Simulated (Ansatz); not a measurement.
A computed series for hypothetical CsCl type AsN: element substitutions

Base system: AsN in the CsCl type structure (space group Pm-3m, No. 221; a = 2.8448 Å; a hypothetical phase, not in the database extracts checked).

Each row replaces one element on all its sites; cell and atoms are relaxed.

Levels (all Ansatz, an electronic-structure program, PAW): PBE (420 eV, scalar-relativistic without spin-orbit coupling); r2SCAN (500 eV, no spin-orbit coupling).

The base cell above is that of PBE; each level relaxes its own structures.

```json
[
 {"case": "As → P", "volume per atom, PBE": "9.62 Å³", "volume per atom, r2SCAN": "9.59 Å³"},
 {"case": "As → Bi", "volume per atom, PBE": "16.16 Å³", "volume per atom, r2SCAN": "15.77 Å³"},
 {"case": "N → F", "volume per atom, PBE": "14.26 Å³", "volume per atom, r2SCAN": "13.97 Å³"},
 {"case": "N → O", "volume per atom, PBE": "12.22 Å³", "volume per atom, r2SCAN": "12.01 Å³"}
]
```

PBE lies above r2SCAN in every row, by 0.03 Å³ to 0.39 Å³. They put the cases in the same order.

Whether these cells are dynamically stable was not tested. As relaxed here, PN, BiN, AsF and AsO are hypothetical phases, not in the database extracts checked. The final runs are not spin-polarised. An odd electron count without spin: AsO.
